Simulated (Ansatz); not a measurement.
The starting structures come from a database of crystals and need not be the phases stable at ambient conditions.

 Where the default PAW files enter, the runs use the earlier of Ansatz's two default sets.

# Evanescent states of Ba2TaBiO6 (R-3, not sure to be the ambient phase, 10 atoms a cell, 16.2 Å³ an atom, -4 GPa at this level) along the normal of (001)

Method: r2SCAN (plane waves, PAW; Ansatz, a program for electronic structure).

The gap is the functional's own. No spin-orbit coupling. Mid-gap values are interpolated on the energy grid.

Energies count from the valence-band top; κ is the least over a 6×6 mesh across the current.

```tsv
E (eV)	κ (1/Å)	where
0.07	0.099	off Γ
0.23	0.152	off Γ
0.38	0.187	off Γ
0.53	0.213	off Γ
0.68	0.233	off Γ
0.82	0.248	off Γ
0.97	0.261	off Γ
1.12	0.270	off Γ
1.27	0.276	off Γ
1.43	0.279	off Γ
1.57	0.280	off Γ
1.73	0.278	off Γ
1.88	0.273	off Γ
2.02	0.264	off Γ
2.17	0.253	off Γ
2.33	0.237	off Γ
2.48	0.216	off Γ
2.62	0.188	off Γ
2.77	0.147	off Γ
2.92	0.075	off Γ
```

Q: How thick must the barrier be to attenuate the transmission by 10^6 when the electrodes' Fermi level lies at 1.57 eV, and what attenuation does that film give at 0.82 eV?

A: d = 6 ln 10 / (2 × 0.280) = 24.7 Å. At 0.82 eV it gives 6 × 0.248/0.280 = 5.3 decades.
